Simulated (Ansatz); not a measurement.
We consider fcc Yb, described by RPBE (plane waves, PAW; Ansatz, a quantum-chemistry and plane-wave program).

Run with plane-wave cutoff 520 eV, 18×18×18 k mesh, Fermi–Dirac smearing 0.05 eV, no spin polarisation, scalar-relativistic PAW data made under PBE.

Cell (relaxed at this level):

```
CELL_PARAMETERS angstrom
      0.00000     2.68376     2.68376
      2.68376     0.00000     2.68376
      2.68376     2.68376     0.00000
ATOMIC_POSITIONS crystal
  Yb 0.00000 0.00000 0.00000
```

Q: Give the computed bulk modulus B0 and pressure derivative B′ of the bulk modulus.

A: 
- bulk modulus B0: 16.4 GPa
- pressure derivative B′ of the bulk modulus: 3.9

The run finds no gap.

Measured, for comparison: bulk modulus 16.3 GPa (temperature not stated, not corrected to a static lattice; as tabulated in doi:10.1007/BF02743909 (ytterbium under pressure), abstract). Computed (rounded) less measured: bulk modulus +0.6 %.

Spin–orbit coupling is not included.

Computed values are for the static lattice.
